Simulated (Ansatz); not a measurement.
## Sn: energy against volume

Sn (diamond, Fd-3m, 33.925 Å³/atom and stress up to 0.01 GPa in the relaxed cell, cube axes along x, y and z) under an equal strain ε along all three axes. LDA in Ansatz, a plane-wave DFT program (PAW, default set), 420 eV, 16×16×16 Γ-centred mesh, Fermi-Dirac smearing 0.10 eV; ions are relaxed, or left where forces stay under 0.02 eV/Å, within the symmetry of each cell.

Here V stands for volume and E for E less E0.

```
volume (Å³/atom)  E less E0 (meV/atom)  pressure (GPa)
----------------  --------------------  --------------
31.9303                          18.03            3.14
32.4215                           9.85            2.26
32.9177                           4.21            1.44
33.4190                           0.98            0.69
33.9254                           0.00           -0.01
34.4368                           1.17           -0.65
34.9533                           4.35           -1.25
35.4750                           9.44           -1.80
36.0019                          16.32           -2.31
37.0712                              ?               ?
```

Taking the third-order Birch-Murnaghan form, a cubic in V^(-2/3) for E over the 9 complete rows: With u = V^(-2/3) - 0.0955, the rows have u = 0.0038569, 0.0028508, 0.0018600, 0.0008839, -0.0000777, -0.0010247, -0.0019577, -0.0028771, -0.0037830. Least squares gives E = 0.000 + 59.1·u + 1176145·u² + 5327028·u³. Residuals (row less fit): 0.000, -0.001, -0.003, 0.005, -0.003, 0.001, -0.002, 0.001, 0.000; standard error 0.003 (degrees of freedom: 5). Its minimum lies at u = -0.0000251, so V0 = (0.0954749)^(-3/2) = 33.90. There d²E/du² = 2351000 and d³E/du³ = 3.196e7, so B0 = (4/9) × 33.90^(-7/3) × 2351000 × 0.160218 = 45.0 GPa (the last factor turns the table's units into GPa), and B0' = 4 + (2/3) × 0.0954749 × (3.196e7)/2351000 = 4.9. B0' rests on the cubic coefficient alone and has a standard error of 0.1 from these residuals.

Task: What does the fit predict for E at V = 37.0712, and how far is the calculated value from it?

Result: u = -0.0055553, so E = 0.000 + 59.1 × (-0.0055553) + 1176145 × (-0.0055553)² + 5327028 × (-0.0055553)³ = 35.056 meV/atom. The calculation gives 35.06 meV/atom, which the fit meets to the printed digits. The row lies outside the fitted rows, so this is an extrapolation. The scatter of the fitted rows lies at the last printed digit.

This level leaves no gap over 0.05 eV at strain -2.00, -1.50, -1.00, -0.50, 0.00, 0.50, 1.00, 1.50, 2.00, 3.00 %. Other structures, which can take over under pressure, weren't tried. The same form fitted to the pressure column gives B0' = 4.9; series where the two differ by over 0.4 aren't shown. Sn is here grey tin, stable below 13 °C. Rows are the converged runs of the series near zero and its far end, less any whose ions stayed unrelaxed beside relaxed ones; series whose fitted rows scatter by over a few per cent of the range, as at a crossing or softening among them, aren't shown in this form.
